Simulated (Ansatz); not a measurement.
## CsPbBr3 in the cubic perovskite structure (space group Pm-3m, No. 221)

```cif
data_Br3CsPb
_chemical_formula_sum 'Cs1 Pb1 Br3'
_space_group_name_H-M_alt 'P 1'
_space_group_IT_number 1
_cell_length_a 5.87207
_cell_length_b 5.87207
_cell_length_c 5.87207
_cell_angle_alpha 90.000
_cell_angle_beta 90.000
_cell_angle_gamma 90.000
loop_
_space_group_symop_operation_xyz
  'x, y, z'
loop_
_atom_site_label
_atom_site_type_symbol
_atom_site_fract_x
_atom_site_fract_y
_atom_site_fract_z
_atom_site_occupancy
Cs1 Cs 0.00000 0.00000 0.00000 1
Pb1 Pb 0.50000 0.50000 0.50000 1
Br1 Br 0.50000 0.00000 0.50000 1
Br2 Br 0.00000 0.50000 0.50000 1
Br3 Br 0.50000 0.50000 0.00000 1
```

The values are results of PBEsol (Ansatz, a first-principles code, PAW, no spin-orbit coupling), not measurements. Settings: 6×6×6 k-points, 0.05 eV Fermi–Dirac smearing.

```yaml
volume_per_atom: 40.50 Å³
density: 4.76 g/cm³
band_gap: 1.43 eV, direct at R
Electron mass (degenerate bands, along [100]): 0.077, 0.74, 0.74 mₑ
hole_mass: 0.13 mₑ
Lowest conduction-band minima above the VBM: R along ⟨111⟩ 1.43 eV; Γ 2.88 eV
total_energy: -5111.295 eV/atom (σ→0; compares only within this code and set-up)
```

Spin-orbit coupling, missing from the scalar runs, can matter with Pb. Masses are band curvatures over ±0.01 Å⁻¹ around the edge. Whether these cells are dynamically stable was not tested. Many cubic perovskites are stable only at high temperature; tilts and polar distortions were not tested. This is not the structure that CsPbBr3 has at room temperature and ambient pressure.
